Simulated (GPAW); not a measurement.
# σyz against shear in bcc W (space group 229): C44 (GPAW, PBEsol)

```
CELL_PARAMETERS angstrom
     -1.57651     1.57966     1.57966
      1.57651    -1.57336     1.57336
      1.57651     1.57336    -1.57336
ATOMIC_POSITIONS crystal
  W  0.00000 0.00000 0.00000
```

Computed with PBEsol, GPAW PAW datasets PBEsol (made by gpaw-setup) (plane waves; GPAW). Settings: mode = pw; ecut = 585 eV; xc = PBEsol; kpts = 38 38 38; mesh shift (steps) = 0 0 0; occupations.name = fermi-dirac; occupations.width = 0.05 eV; nbands = -7; convergence.density = 1e-06 e/electron; convergence.energy = 1e-06 eV/electron; symmetry.symmorphic = false; symmetry.tolerance = 0.0005; maxiter = 120. The cell above is the first row's. The rows shear the cubic cell: the yz and zy parts of the deformation are each γ/2. At γ = 0 the shear stress vanishes by symmetry. Stress is positive in tension. In all rows the k mesh is held.

| γ (%) | σyz (GPa) |
|---|---|
| 0.4 | 0.605 |
| 0.8 | 1.210 |
| 1.2 | 1.816 |
| 1.6 | 2.425 |
| 2.0 | 3.034 |
| 2.4 | 3.645 |
| 2.8 | ? |

Task: Fit σyz against γ with a straight line, and predict the withheld value at γ = 2.8.

Result: With u = γ - 1.4, the rows have u = -1.0000, -0.6000, -0.2000, 0.2000, 0.6000, 1.0000. Means: u 0, σyz 2.1225. About the means, the sum of products is 4.2562 and the sum of squares of u is 2.8000; the slope is their ratio. Least squares gives σyz = 2.1225 + 1.52007·u. Residuals (row less fit): 0.0026, -0.0005, -0.0025, -0.0015, -0.0005, 0.0024; standard error 0.0023 (degrees of freedom: 4). The slope of the line, 1.52007 GPa per cent, gives C44 ≈ 100 × 1.52007 = 152 GPa, for the static lattice. At the withheld row, u = 1.4000, so σyz = 2.1225 + 1.52007 × 1.4000 = 4.2506 GPa. The calculation gives 4.258 GPa, 0.0074 GPa above the prediction (0.2 % of the range of σyz in the table). The row lies outside the fitted rows, so this is an extrapolation. From the scatter of the fitted rows alone, a prediction at this place has a standard error of 0.0032 GPa, so the miss is 2.3 times that.

Carrying the step between the two nearest rows on in a straight line would have given 4.256, off by 0.002; series whose last step already gives the withheld value aren't shown. The reference cell has the volume at which an earlier scan in this program and functional put its minimum by a fit. The unstrained cell stands at a pressure of 0.00 GPa, and the constants belong to that pressure. Spin polarisation is off. Spin-orbit coupling is off. Without a gap such slopes are sensitive to mesh and smearing. Cutoffs and mesh are single choices, not tested for convergence of this quantity. Series with a scatter that would blur these digits, or in which a gap closes, are not shown. Strain series were run only where this level's volume lies within 10 % of a first guess from the measured size.
